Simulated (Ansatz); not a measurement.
Effect of uniaxial strain ε_xx = −1.11 % on TiAl3

The parent structure is TiAl₃ (space group I4/mmm, No. 139; a = 3.818 Å, c = 8.544 Å; relaxed with 0.1 eV smearing). Axes: x, y, z lie along a, b, c of the conventional cell.

It is then changed as follows: uniaxial strain ε_xx = −1.11 %, all other strain components held at zero; the atoms relax in the strained cell.

The values are results of Ansatz (a quantum-chemistry and plane-wave program), PBEsol, PAW, cutoff 420 eV, scalar-relativistic without spin-orbit coupling, earlier PAW set, not measurements. Γ-centred 21×21×21 mesh, Fermi–Dirac width 0.1 eV.

```json
[
 {"quantity": "volume per atom", "base": "15.57 Å³", "changed": "15.40 Å³", "shift": "-0.17 Å³"},
 {"quantity": "space group", "base": "I4/mmm (No. 139)", "changed": "Immm (No. 71)", "shift": "–"},
 {"quantity": "shortest interatomic distance", "base": "2.700 Å", "changed": "2.685 Å", "shift": "-0.015 Å"},
 {"quantity": "energy relative to the base (free energy F)", "base": "0 meV/atom", "changed": "+1.2 meV/atom", "shift": "+1.2 meV/atom"},
 {"quantity": "pressure (mean of the normal stresses, compression positive)", "base": "0.0 GPa", "changed": "1.3 GPa", "shift": "+1.3 GPa"},
 {"quantity": "band gap", "base": "zero", "changed": "zero", "shift": "–"},
 {"quantity": "stress (xx, yy, zz, yz, xz, xy; compression positive)", "base": "–", "changed": "(2.3, 1.0, 0.6, 0.0, 0.0, 0.0) GPa", "shift": "–"}
]
```

Final structure:

```
CELL_PARAMETERS angstrom
     -1.88787     1.90906     4.27193
      1.88787    -1.90906     4.27193
      1.88787     1.90906    -4.27193
ATOMIC_POSITIONS crystal
  Al 0.50000 0.50000 0.00000
  Al 0.75014 0.25014 0.50000
  Al 0.24986 0.74986 0.50000
  Ti 0.00000 0.00000 0.00000
```

Stability against distortions was not tested. All final runs are without spin polarisation.
